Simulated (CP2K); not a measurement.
Input and output of a self-consistent single point for K₂Pt (I4mm, 3 atoms in the cell) (CP2K).

Computed with CP2K with LDA (Pade form), GPW, DZVP-MOLOPT-SR-GTH basis, GTH-PADE potentials (GTH_POTENTIALS).

```
K2Pt
1.0
    5.33176     0.00000     0.00000
    2.66588     4.61744     0.00000
    2.66588     1.53914     4.35336
K Pt
2 1
Direct
  0.75000   0.75000   0.75000
  0.25000   0.25000   0.25000
  0.00663   0.00663   0.99337
```

Reference input (self-consistent single point, DFT LDA (Pade form), GPW, DZVP-MOLOPT-SR-GTH basis, GTH-PADE potentials (GTH_POTENTIALS)): CUTOFF = 500 Ry; REL_CUTOFF = 60 Ry; SMEAR/METHOD = FERMI_DIRAC; ELECTRONIC_TEMPERATURE = 580.23 K; KPOINTS/SCHEME = MONKHORST-PACK 3 3 3; XC_FUNCTIONAL = PADE; K/BASIS_SET = DZVP-MOLOPT-SR-GTH-q9; K/POTENTIAL = GTH-PADE-q9; Pt/BASIS_SET = DZVP-MOLOPT-SR-GTH-q18; Pt/POTENTIAL = GTH-PADE-q18; METHOD = GPW; EPS_DEFAULT = 1e-10. This run's input differs from it in these lines:

```diff
@@ -39,3 +39,3 @@
     &KPOINTS
-      SCHEME MONKHORST-PACK 3 3 3
+      SCHEME MONKHORST-PACK 7 7 7
     &END KPOINTS
```

Log, with long lists cut:

```
 SCF WAVEFUNCTION OPTIMIZATION

  Step     Update method      Time    Convergence         Total energy    Change
     1 NoMix/Diag. 0.20E+00      -     0.82982450      -177.4011012926 -1.77E+02
     2 Broy./Diag. 0.20E+00      -     0.05904579      -176.9670260488  4.34E-01
     3 Broy./Diag. 0.20E+00      -     0.06065120      -177.2699708064 -3.03E-01
     4 Broy./Diag. 0.20E+00      -     0.03638847      -177.2464672051  2.35E-02
     5 Broy./Diag. 0.20E+00      -     0.01517224      -177.0022807052  2.44E-01
     6 Broy./Diag. 0.20E+00      -     0.00889513      -177.1843285841 -1.82E-01
   [... 4 lines left out ...]
    11 Broy./Diag. 0.20E+00      -     0.00007344      -177.1798148197  1.11E-03
    12 Broy./Diag. 0.20E+00      -     0.00002929      -177.1804445688 -6.30E-04
    13 Broy./Diag. 0.20E+00      -     0.00000230      -177.1806449327 -2.00E-04
    14 Broy./Diag. 0.20E+00      -     0.00000086      -177.1806747760 -2.98E-05
  *** SCF run converged in    14 steps ***

  Overlap energy of the core charge distribution:               0.00000000000000
  Self energy of the core charge distribution:               -297.04581573789369
  Core Hamiltonian energy:                                     67.69343281351269
  Hartree energy:                                              72.28618183441908
  Exchange-correlation energy:                                -20.11447367038776
  Electronic entropic energy:                                  -0.00000001567325
  Fermi energy:                                                 0.12929217472713

  Total energy:                                              -177.18067477602352
  Total energy (extrapolated to T->0):                       -177.18067476818689

                     Mulliken Population Analysis

   [... lines left out ...]

 STRESS| Analytical stress tensor [bar]
 STRESS|                        x                   y                   z
 STRESS|      x       -1.71434464699E+04  -2.47607006008E+01   3.50204626537E+01
 STRESS|      y       -2.47607006008E+01  -1.71149859814E+04   2.02793907402E+01
 STRESS|      z        3.50204626537E+01   2.02793907402E+01  -1.71292679471E+04
 STRESS| 1/3 Trace                                            -1.71292334661E+04
```

The run converged in 14 iterations. Against the reference run the free energy goes up by 4.4 meV/atom, the pressure stays at -1.71 GPa, the largest force hardly changes (0.069 to 0.070 eV/Å) and the gap on the mesh goes from 1.853 to 1.385 eV.

The starting cell comes from a database of computed structures (which also holds hypothetical and non-ambient phases and stackings), without a prior relaxation at this level. Its lattice was rescaled by up to half a per cent. One atom was moved a little off its site on purpose. Spin-orbit coupling is off. Values carry the incompleteness of an atom-centred basis. Another mesh or the band path of this cell gives a smaller gap, so this value is not converged in the mesh.
